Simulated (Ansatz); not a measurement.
Consider the following.

```yaml
crystal:
  lattice:
    - [0.00000, 2.23350, 2.13825]
    - [2.23350, 0.00000, 2.13825]
    - [2.23350, 2.23350, 0.00000]
  atoms:
    - { symbol: Si, position: [0.00000, 0.00000, 0.00000] }
    - { symbol: C, position: [0.25000, 0.25000, 0.25000] }
```

The numbers are results of r2SCAN with spin-orbit coupling, rigid bands (plane waves, PAW; Ansatz, a first-principles code), not measurements. Condition of this run: biaxial stress in (001) of -10 GPa (compression positive) (the target of the relaxation). How the cell was made: cell and atoms relaxed with PBEsol, then loaded as said.

**Question.** What conductivity effective mass do dilute holes have at 300 K?

**Answer.** 0.68 (x), 0.68 (y), 0.56 (z) mₑ.

**Question.** Predict the electron conductivity mass (n e² τ/σ) at 300 K, by direction if it differs.

**Answer.** 0.25 (x), 0.25 (y), 0.61 (z) mₑ.

**Question.** And the band gap?

**Answer.** 1.29 eV at this level; semilocal functionals usually fall short of the measured gap.

Rigid bands, one relaxation time for all states, no polarons. Geometry: cell and atoms relaxed with PBEsol.
